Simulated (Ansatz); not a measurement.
BAs under a change: uniaxial strain ε_zz = −2.00 %

Base system: BAs in the zinc blende structure (space group F-43m, No. 216; a = 4.732 Å). Axes: x, y, z lie along the cube axes.

One thing is altered: the cell is compressed by 2.00 % along z with no lateral relaxation, atoms relaxed at fixed cell.

Method: LDA in Ansatz (plane waves to 420 eV, PAW, no SOC). k-mesh 12×12×12 (Γ-centred); smearing 0.05 eV (Fermi–Dirac).

```tsv
quantity	base	changed	shift
volume per atom	13.25 Å³	12.98 Å³	-0.265 Å³
space group	F-43m (No. 216)	I-4m2 (No. 119)	–
shortest interatomic distance	2.049 Å	2.036 Å	-0.0136 Å
energy relative to the base (free energy F)	0 meV/atom	+4.9 meV/atom	+4.9 meV/atom
pressure (mean of the normal stresses, compression positive)	0.00 GPa	3.09 GPa	+3.09 GPa
band gap	1.11 eV	0.78 eV	-0.33 eV
gap character	–	indirect, Γ → Γ–M (78 % along)	–
electron mass	1.3 mₑ along k, 0.22 mₑ across (off the special points)	1.1 mₑ along k, 0.21 mₑ across (off the special points)	–
hole mass	–	0.25 mₑ along z, 0.21 mₑ across (at Γ)	–
valence-band top at Γ (three highest levels, from the VBM)	0.00, 0.00, 0.00 eV	0.00, -0.20, -0.20 eV	–
stress (xx, yy, zz, yz, xz, xy; compression positive)	–	(1.67, 1.67, 5.93, 0.00, 0.00, 0.00) GPa	–
```

Effective masses come from finite differences of ±0.01 Å⁻¹. Along k means along the line from Γ to the band edge. No phonon test of stability was made. k-point labels follow each cell's own Brillouin zone.

Ansatz is a quantum-chemistry and plane-wave program.
